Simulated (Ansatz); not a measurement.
An Ansatz (a first-principles code) run: TiO2 with a change (uniaxial strain ε_xx = +3.00 %); PBEsol, PAW, 420 eV (Ansatz; spin-orbit coupling left out).

Input:

Ansatz 0.2 input:
```yaml
crystal:
  lattice:
    - [-1.9414408681, 1.8848940467, 4.7758365474]
    - [1.9414408681, -1.8848940467, 4.7758365474]
    - [1.9414408681, 1.8848940467, -4.7758365474]
  atoms:
    - { symbol: Ti, position: [0.75, 0.25, 0.5] }
    - { symbol: Ti, position: [0, 0, 0] }
    - { symbol: O, position: [0.5424717076, 0.0424717076, 0.5] }
    - { symbol: O, position: [0.7924717076, 0.7924717076, 0] }
    - { symbol: O, position: [0.2075282924, 0.2075282924, 0] }
    - { symbol: O, position: [0.9575282924, 0.4575282924, 0.5] }
basis: { ecutwfc: 420, ecutrho_ratio: 4, xc_grid: 2, fft_grid_basis: typed }
kpoints: { mp_grid: { grid: [12, 12, 12] } }
hamiltonian:
  xc: pbesol
  dispersion: none
  pseudopotentials: { kind: paw }
scf: { occupations: { method: fermi_dirac, width: 0.05 }, convergence: { dr2_threshold: 0.0000000006 } }
relax: { f_tol: 0.005, max_steps: 50 }
output: { forces: true, stress: true }
checkpoint: { write: state.ck, write_every: 1000 }
```

Output (explanatory and most iteration lines left out):

```
Relaxation: its limit of steps is 50 (relax.max_steps)
Pseudopotential: Ti, paw, valence charge 12
Pseudopotential: O, paw, valence charge 6
Crystal: 6 atoms, lattice volume = 69.907 Å³
Basis set: ecut = 420 eV, 1339 PW (Γ), exchange–correlation on 80×80×80 points (8 copies of the dense FFT grid, shifted against one another)
Bands: 30, of which v1, the nominal top of the filled ones, is band 24 counted from 1 (23 counted from 0)
Symmetry: 8 space group operations
Space group: Imma (ITA 74), of the structure as read, at distance tolerance 4.1e-5 Å
k-points: 280 of 1728
Functional: x = pbesol(κ = 0.804, μ = 0.12345679012345678), c = pbesol(β = 0.046)
SCF iter   1: F=—  HF=-7199.683406 eV  |F-HF|=—  |Δ(HF+E_count)|=         —  Δρ=1.63e-2  dr2=1.45e-1  ethr=1.77e-3  ⟨swp⟩=4.6  Hψ=34321  notcnv=0
SCF iter   2: F=—  HF=-7199.657287 eV  |F-HF|=—  |Δ(HF+E_count)|=   2.61e-2  Δρ=7.25e-3  dr2=3.38e-2  ethr=3.03e-4  ⟨swp⟩=2.0  Hψ=15262  notcnv=0  defer=435
SCF 1 converged in 10 iterations: F = -7199.651058 eV  dr2 = 2.75e-10
relax step   1: F+E_penalty+E_count = -7199.65105835 eV  Δ(F+E_penalty+E_count) = +0.000e0 eV  max|allowed force component| = 6.898e-1 eV/Å  Δτ_max = 0.0000 Å  (10 SCF iters, accepted)
Crystal: 6 atoms, lattice volume = 69.907 Å³
SCF iter   1: F=—  HF=-7199.664216 eV  |F-HF|=—  |Δ(HF+E_count)|=         —  Δρ=2.11e-3  dr2=2.10e-3  ethr=4.41e-6  ⟨swp⟩=2.1  Hψ=25835  notcnv=0  defer=439
SCF iter   2: F=—  HF=-7199.663875 eV  |F-HF|=—  |Δ(HF+E_count)|=   3.41e-4  Δρ=9.79e-4  dr2=3.21e-4  ethr=4.37e-6  ⟨swp⟩=2.0  Hψ=11361  notcnv=0  defer=439
SCF 2 converged in 8 iterations: F = -7199.663784 eV  dr2 = 5.89e-10
relax step   2: F+E_penalty+E_count = -7199.66378404 eV  Δ(F+E_penalty+E_count) = -1.273e-2 eV  max|allowed force component| = 3.747e-1 eV/Å  Δτ_max = 0.0130 Å  (8 SCF iters, accepted)
Crystal: 6 atoms, lattice volume = 69.907 Å³
SCF iter   1: F=—  HF=-7199.672778 eV  |F-HF|=—  |Δ(HF+E_count)|=         —  Δρ=3.04e-3  dr2=5.51e-3  ethr=7.59e-5  ⟨swp⟩=3.0  Hψ=20852  notcnv=0  defer=437
SCF iter   2: F=—  HF=-7199.671789 eV  |F-HF|=—  |Δ(HF+E_count)|=   9.89e-4  Δρ=1.45e-3  dr2=1.30e-3  ethr=1.15e-5  ⟨swp⟩=2.1  Hψ=14063  notcnv=0  defer=435
SCF 3 converged in 9 iterations: F = -7199.671388 eV  dr2 = 1.32e-10
relax step   3: F+E_penalty+E_count = -7199.67138760 eV  Δ(F+E_penalty+E_count) = -7.604e-3 eV  max|allowed force component| = 2.808e-2 eV/Å  Δτ_max = 0.0160 Å  (9 SCF iters, accepted)
Crystal: 6 atoms, lattice volume = 69.907 Å³
SCF iter   1: F=—  HF=-7199.671476 eV  |F-HF|=—  |Δ(HF+E_count)|=         —  Δρ=1.86e-4  dr2=2.02e-5  ethr=1.65e-6  ⟨swp⟩=2.0  Hψ=15692  notcnv=0  defer=435
SCF iter   2: F=—  HF=-7199.671453 eV  |F-HF|=—  |Δ(HF+E_count)|=   2.32e-5  Δρ=1.04e-4  dr2=7.59e-6  ethr=4.21e-8  ⟨swp⟩=1.2  Hψ=10756  notcnv=0  defer=435
SCF 4 converged in 8 iterations: F = -7199.671450 eV  dr2 = 3.76e-11
relax step   4: F+E_penalty+E_count = -7199.67144999 eV  Δ(F+E_penalty+E_count) = -6.239e-5 eV  max|allowed force component| = 2.066e-3 eV/Å  Δτ_max = 0.0022 Å  (8 SCF iters, accepted)
SCF converged after 8 iterations
Free energy (F): -7199.671450 eV
Internal energy: -7199.671450 eV  (E = F + TS)
E sigma→0 (E₀):  -7199.671450 eV
Fermi energy:    7.927648 eV
--- Forces (eV/Å), atoms counted from 1 ---
  atom   1  Ti    -0.00000000     0.00000000     0.00058426
  atom   2  Ti     0.00000000     0.00000000    -0.00058426
  atom   3  O     -0.00000000     0.00000000     0.00172107
  atom   4  O      0.00000000     0.00000000     0.00206570
  atom   5  O      0.00000000     0.00000000    -0.00172107
  atom   6  O     -0.00000000     0.00000000    -0.00206570
--- Stress (GPa, compression-positive) ---
       -9.257814      -0.000000       0.000000
       -0.000000      -4.245033      -0.000000
        0.000000      -0.000000      -3.814213
  P = ⅓ Tr σ = -5.7724 GPa (-57.724 kbar)
--- Relaxed structure (4 steps of the walk, 4 accepted, 0 SCFs on fresh bases) ---
  atoms:
    - { symbol: Ti, position: [0.7530571239538008, 0.25305712395380076, 0.5] }
    - { symbol: Ti, position: [-0.0030571239538006705, -0.0030571239538006705, 8.543329728248946e-34] }
    - { symbol: O, position: [0.5420357105785123, 0.04203571057851233, 0.5] }
    - { symbol: O, position: [0.792791254420379, 0.792791254420379, -6.9568360895752525e-34] }
    - { symbol: O, position: [0.2079642894214877, 0.2079642894214877, -1.6257090581927809e-34] }
    - { symbol: O, position: [0.9572087455796212, 0.45720874557962116, 0.49999999999999994] }
```

Stability against distortions was not tested. All final runs are without spin polarisation. The cell was made from TiO2 in the anatase structure (space group I4_1/amd, No. 141) by this change: uniaxial strain ε_xx = +3.00 %.
